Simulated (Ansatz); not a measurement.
Results of HSE06 (plane waves, PAW; Ansatz, a quantum-chemistry and plane-wave program) for WGe (model structure, started from the CsCl type, Pm-3m, No. 221, 2 atoms in the cell).

From the output:

```
WARN output.stress: scf.convergence.dr2_threshold = 1e-7 eV (the SCF's general default) is looser than the 2e-10 eV advised for a printed stress (1e-10 eV for …
WARN output.stress: scf.exx.energy_threshold = 1e-6 eV is looser than the 2e-8 eV advised for a stress under a hybrid functional (1e-8 eV for each atom of the …
Crystal: 2 atoms, lattice volume = 30.133 Å³
Basis set: ecut = 500 eV, 751 PW (Γ), exchange–correlation on 48×48×48 points (8 copies of the dense FFT grid, shifted against one another)
Bands: 18, of which v1, the nominal top of the filled ones, is band 14 counted from 1 (13 counted from 0)
Symmetry: 48 space group operations
Space group: Pm-3m (ITA 221), of the structure as read, at distance tolerance 3.1e-5 Å
k-points: 35 of 512
SCF iter   1: F=—  HF=-14678.999950 eV  |F-HF|=—  |Δ(HF+E_count)|=         —  Δρ=1.37e-2  dr2=9.59e-2
SCF iter   2: F=—  HF=-14678.989202 eV  |F-HF|=—  |Δ(HF+E_count)|=   1.07e-2  Δρ=9.73e-3  dr2=5.27e-2
  ...
SCF 1 converged in 7 iterations: F = -14678.976242 eV  dr2 = 2.12e-10
Crystal: 2 atoms, lattice volume = 30.133 Å³
Initial density: handed on by an earlier stage of this run
Crystal: 2 atoms, lattice volume = 30.133 Å³
SCF iter   3: F=—  HF=-14680.579218 eV  |F-HF|=—  |Δ(HF+E_count)|=   1.96e-7  Δρ=9.05e-6  dr2=2.52e-8
SCF iter   4: F=-14680.579218 eV  HF=-14680.579218 eV  |F-HF|=2.09e-10  |Δ(HF+E_count)|=   1.97e-8  Δρ=9.54e-7  dr2=7.06e-10
SCF 3 converged in 4 iterations: F = -14680.579218 eV  dr2 = 7.06e-10
Free energy (F): -14680.579218 eV
Internal energy: -14680.561659 eV  (E = F + TS)
E sigma→0 (E₀):  -14680.570438 eV
Fermi energy:    19.113979 eV
--- Forces (eV/Å), atoms counted from 1 ---
  atom   1  W     -0.00000000     0.00000000    -0.00000000
  atom   2  Ge    -0.00000000    -0.00000000     0.00000000
--- Stress (GPa, compression-positive) ---
       -0.907524       0.000000       0.000000
        0.000000      -0.907524       0.000000
        0.000000       0.000000      -0.907524
  P = ⅓ Tr σ = -0.9075 GPa (-9.075 kbar)
```

Q: Write an input file that could have produced this run (the log leaves some choices open).

A: This is not unique; one that fits is 
Ansatz 0.2 input:
```yaml
crystal:
  lattice:
    - [3.1118191648, 0.0, 0.0]
    - [0.0, 3.1118191648, 0.0]
    - [0.0, 0.0, 3.1118191648]
  atoms:
    - { symbol: W, position: [0.0, 0.0, 0.0] }
    - { symbol: Ge, position: [0.5, 0.5, 0.5] }
kpoints:
  mp_grid: { grid: [8, 8, 8] }
hamiltonian:
  xc: hse06
  pseudopotentials: { kind: paw }
  dispersion: none
scf:
  occupations: { method: fermi_dirac, width: 0.05 }
output:
  forces: true
  stress: true
  eigenvalues: true
basis:
  ecutwfc: 500
  ecutrho_ratio: 4
  xc_grid: 2
magnetization:
  spin_polarized: false
```

The PAW data were made under PBE.

Note: exact exchange on metals is sensitive to the k mesh and can open a false gap. Note: the run warned that the count of filled bands differs between k points. Note: the relaxation could raise the start's symmetry but not lower it, so the cell can be a saddle point. Note: cell and atoms aren't relaxed at this level (pressure -0.9 GPa).

It cost roughly 2.1 core-minutes of CPU time.

A model structure was made by putting elements into a prototype or built by hand; it is no filed structure, need not be a known phase, and can be a saddle point held by its symmetry.
